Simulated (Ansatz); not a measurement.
**PBE against r2SCAN: hypothetical zinc blende YP, isotropic strain +3.63 %**

Take YP in the zinc blende structure (space group F-43m, No. 216; a = 6.2898 Å; a hypothetical phase, not in the database extracts checked) as the base.

(Cell as relaxed with PBE.)

Levels (all Ansatz, an electronic-structure program, PAW): PBE (420 eV, no spin-orbit coupling); r2SCAN (500 eV, no spin-orbit coupling).

Each level relaxes its own structure.

| base | PBE | r2SCAN |
|---|---|---|
| volume per atom | 31.10 Å³ | 31.09 Å³ |
| lattice parameter a | 6.290 Å | 6.289 Å |
| band gap | 1.64 eV | 1.94 eV |

It is then changed as follows: every lattice vector is stretched by 3.63 %, atoms relaxed at fixed cell.

```
quantity        PBE  r2SCAN
--------  ---------  ------
pressure  -4.88 GPa       ?
band gap    1.73 eV       ?
```

Question: What does r2SCAN give?

Answer: 
- pressure, r2SCAN: -5.16 GPa
- band gap, r2SCAN: 2.02 eV

PBE's pressure lies 0.28 GPa above r2SCAN's; PBE's band gap lies 0.29 eV below r2SCAN's. Neither level is exact; r2SCAN is the comparison here, not a measurement.

No phonon test of stability was made.
